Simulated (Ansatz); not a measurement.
A user runs Ansatz (a program for electronic structure) on Pd (Fm-3m, 1 atom in the cell) and asks whether the run is sound. The aim is a self-consistent single point with DFT, PBEsol, plane waves, default PAW files made with PBE.

Cell that was meant: a = 2.7699 Å, b = 2.7699 Å, c = 2.7699 Å, α = 60.00°, β = 60.00°, γ = 60.00°.

Part of the input:

Ansatz 0.2 input:
```yaml
    - [1.958650, 1.958650, 0.000000]
  atoms:
    - { symbol: Pd, position_ang: [0.000000, 0.000000, 0.000000], spin: 1.0 }
basis:
  ecutwfc: 125.0 eV
kpoints:
  mp_grid: { grid: [19, 19, 19] }
hamiltonian:
```

Log, with long lists cut:

```
   [... lines left out ...]
k-points: 220 of 6859
PAW frozen core: Pd, regenerated for the run's functional, and the local potential with it
Initial density: superposition of atomic densities (chi_scale 0.1, normalization cell)
Starting moments: Σ|m| = 1 μB on 1 of 1 site
Initial wavefunctions: pseudopotential atomic-orbital guess
Eigensolver: davidson
Functional: x = pbesol(κ = 0.804, μ = 0.12345679012345678), c = pbesol(β = 0.046)
SCF iter   1: F=—  HF=-6832.934608 eV  |F-HF|=—  |Δ(HF+E_count)|=         —  Δρ=5.00e-1 (↑5.00e-1 ↓3.83e-1)  dr2=9.34e1  dr2_m=5.95e-1  M=0.163 μB ∫|m|=0.167 μB  β_m=0.30  ethr=3.10e-3  ⟨swp⟩=1.1  Hψ=21066  notcnv=0
all-band conjugate gradients solve this SCF's bands
preconditioner: auto → none
   [... lines left out ...]
SCF iter  12: F=—  HF=-6780.647951 eV  |F-HF|=—  |Δ(HF+E_count)|=   2.38e-8  Δρ=2.40e-6 (↑2.40e-6 ↓1.51e-6)  dr2=8.06e-10  dr2_m=3.76e-10  M=0.000 μB ∫|m|=0.000 μB  β_m=0.88  ethr=3.53e-11  ⟨swp⟩=3.0  Hψ=13826  notcnv=0
SCF iter  13: F=-6780.647951 eV  HF=-6780.647951 eV  |F-HF|=7.28e-12  |Δ(HF+E_count)|=  7.04e-10  Δρ=4.70e-7 (↑2.56e-7 ↓4.70e-7)  dr2=3.90e-11  dr2_m=1.04e-11  M=0.000 μB ∫|m|=0.000 μB  ethr=4.48e-12  ⟨swp⟩=2.0  Hψ=11927  notcnv=0
SCF 1 converged in 13 iterations: F = -6780.647951 eV  dr2 = 3.90e-11
WARN: the starting moments were not kept: the SCF closed with an absolute magnetisation of 2.3e-6 μB, where they sum to 1 μB in size (1 site) …
   [... lines left out ...]
Absolute magnetization: 0.0000 μB (∫|ρ↑−ρ↓|, with the PAW one-centre terms)
Free energy (F): -6780.647951 eV
Fermi energy:    23.352180 eV
   [... lines left out ...]
  atom   1  Pd     0.00000000    -0.00000000     0.00000000
--- Stress (GPa, compression-positive) ---
        8.402603       0.000000      -0.000000
       -0.000000       8.402603      -0.000000
        0.000000       0.000000       8.402603
  P = ⅓ Tr σ = 8.4026 GPa (84.026 kbar)
  The stress holds the Pulay correction. Without it, at fixed plane waves, as pw.x and ABINIT print it: P = -3356.5560 GPa
```

Q: Is this run sound? If not, what is wrong?

A: The run is not sound. The fault is a basis or grid far too coarse for these potentials. Far below the cutoff that the potentials were made for, the basis cannot represent the orbitals near the nuclei, and energies, forces and above all the stress go wrong. To fix it, restore the cutoff that the potentials need and check convergence. The run converged in 13 iterations without an error; against the sound input the free energy goes up by 126 eV/atom and the pressure goes from -5.37 to 8.40 GPa. At a fixed set of plane waves, without the program's Pulay estimate, the pressure is -3356.56 GPa against -5.41 GPa.

The sound input it was made from differs as follows (other fixes are possible):
```diff
-basis:
-  ecutwfc: 125.0 eV
```

With that input, the run converged in 11 iterations: free energy E − TS (on the zero of these files) -6906.6979 eV; Fermi level (on the code's own zero) 19.21 eV; pressure -5.37 GPa; size of the cell's spin moment 0.00 μB (DFT, PBEsol, plane waves, default PAW files made with PBE).

On the sound input: the starting cell comes from a database of computed structures (which also holds hypothetical and non-ambient phases and stackings), without a prior relaxation at this level. The starting moments vanished: the run ended non-magnetic. The program warned that a starting moment was not kept. With a pressure of about -5 GPa the cell is away from its equilibrium volume at this level. Ansatz's pressure includes its estimate of the finite-basis (Pulay) stress.
